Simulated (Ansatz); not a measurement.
System: Ti₂InC (P6₃/mmc, No. 194; cell taken from a computed entry). Method: r²SCAN (Ansatz, a program for electronic structure, plane waves, PAW).

Numerical settings: plane-wave cutoff 600 eV, 24×24×4 k mesh (along the axes of the cell as run), Fermi–Dirac smearing 0.048 eV (set by the program), no spin polarisation, scalar-relativistic PAW data made under PBE.

Computed at the level's own relaxed cell.

Hill averages of the elastic tensor: K = 137.7 GPa, G = 106.4 GPa. Volume 15.009 Å³/atom, mean atomic mass 55.641 u.

Question: Work out the density, the sound velocities of a polycrystal and the elastic Debye temperature at this level.

Answer: ρ = 1.66054 × 55.641/15.009 = 6.156 g/cm³. v_l = √[(K + 4G/3)/ρ] = 6.739 km/s and v_t = √(G/ρ) = 4.157 km/s. The mean follows from 3/v_m³ = 1/v_l³ + 2/v_t³: v_m = 4.586 km/s. Θ_D = (ħ/k_B) v_m (6π²/V)^(1/3) = 76.38 K Å s/km × 4.586 × 1.5802 Å⁻¹ = 554 K, counting all atoms of the cell.

Note: the relaxation could not lower the start's symmetry, so the cell can be a saddle point above a distorted one.
